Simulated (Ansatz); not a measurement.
Take NaI in the rock salt structure (space group Fm-3m, No. 225; a = 6.4021 Å) as the base.

Level of theory: Ansatz (a program for electronic structure) PBEsol, spin-orbit coupling left out.

One change was made to it. Results:

The band gap goes up by 0.10 eV (3.60 eV → 3.70 eV); the lattice parameter a falls by 0.079 Å, from 6.402 Å to 6.323 Å; the hole mass (degenerate bands, along [100]) goes from 0.36, 1.5, 1.5 mₑ (at Γ) to 0.34, 1.4, 1.4 mₑ (at Γ).

Task: What was done to the base?
A. pressure −1 GPa
B. pressure 10 GPa
C. pressure 0.7 GPa
D. pressure −2 GPa

Result: C, pressure 0.7 GPa. For comparison, the band gap in the other runs: pressure −2 GPa gives 3.19 eV; pressure 10 GPa gives 4.58 eV; pressure −1 GPa gives 3.42 eV.

With I present, leaving out spin-orbit coupling can change the band edges. Load acts through the strain it causes; cell and atoms are relaxed under it. Masses are band curvatures over ±0.01 Å⁻¹ around the edge. Stability against distortions was not tested. No other phases were tried under pressure.
